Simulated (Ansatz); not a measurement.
The starting structures come from a database of crystals and need not be the phases stable at ambient conditions.

 Where the default PAW files enter, the runs use the earlier of Ansatz's two default sets.

Tunnelling through a barrier is set by its complex band structure: the current falls as exp(−2κd) with the smallest κ.

Data:

```xyz
12
Lattice="5.8333 0.0000 0.0000 -2.9167 5.0518 0.0000 0.0000 0.0000 7.8586" Properties=species:S:1:pos:R:3 pbc="T T T"
Sc     0.0000     0.0000     0.0000
Tl     0.0000     0.0000     3.9293
Mo     2.9167     1.6839     1.8241
Mo     0.0000     3.3679     6.0345
O      2.9167     3.3776     1.2545
O      0.0000     1.6742     6.6041
O      1.4499     0.8371     1.2545
O      1.4668     4.2147     6.6041
O      4.3834     0.8371     1.2545
O     -1.4668     4.2147     6.6041
O      0.0000     3.3679     4.3000
O      2.9167     1.6839     3.5586
```

Space group of this cell: P-3m1. The cell was relaxed by PBE-D3(BJ); by r2SCAN its mean pressure is -2.1 GPa.

Transport runs along the normal of the first two printed cell vectors, the (001) plane of the conventional cell.

The gap is the functional's own. No spin-orbit coupling. Mid-gap values are interpolated on the energy grid.

Q: Estimate the band gap and the smallest decay constant κ at mid-gap that r2SCAN in Ansatz (a quantum-chemistry and plane-wave program) returns for this system.

A: Gap 4.05 eV on a 6×6×4 mesh; κ = 0.422 1/Å, at the zone centre.
